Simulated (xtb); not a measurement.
xtb 6.7.1, GFN2-xTB: Nb(Cl)3(NH2)2 ([NH2][Nb]([NH2])([Cl])([Cl])[Cl]), 10 atoms. The geometry is a generated start, not checked to be a minimum at this level.

| Quantity | Value |
|---|---|
| method | GFN2-xTB |
| --acc | 1 (default) |
| --etemp (K) | 300 (default) |
| detailed input (--input) | none: ANC optimiser, Lindh (1995) Hessian, microcycle=20, maxdispl=1.0, hlow=0.01 (default) |
| basis functions | 52 |
| valence electrons | 40 |

```xyz
10

Nb     0.6129    -0.0185    -0.2959
Cl     1.7836    -1.6756    -1.3070
Cl     2.2961     0.4085     1.1594
Cl     0.7415     1.2987    -2.1399
N     -0.8134    -1.3398     0.0334
H     -0.7673    -2.3098    -0.2803
H     -1.6945    -1.2261     0.5385
N     -0.4812     1.3393     0.5806
H     -1.2002     1.9191     0.1456
H     -0.4775     1.6042     1.5657
```

Charge 0 and multiplicity 1 are set for this test and not shown to be the ground state.

The structure is relaxed from this start with --opt LEVEL for the levels crude, sloppy, loose, lax, normal, tight, vtight, extreme, once each. Up to the end of the extreme run atoms move by at most 1.0 Å along an axis.

Question: Which level is enough to come within 20 meV of the tightest end point?

Answer: vtight: 56 cycles against 57, ending 0.00071 meV above.

| level | cycles | energy above the extreme run (meV) | gradient norm (eV/Å) |
|---|---|---|---|
| crude | 2 | 76 | 0.086 |
| sloppy | 2 | 76 | 0.086 |
| loose | 2 | 76 | 0.086 |
| lax | 3 | 76 | 0.10 |
| normal | 7 | 75 | 0.030 |
| tight | 7 | 75 | 0.030 |
| vtight | 56 | under 0.01 | 0.0039 |
| extreme | 57 | — | 0.0020 |
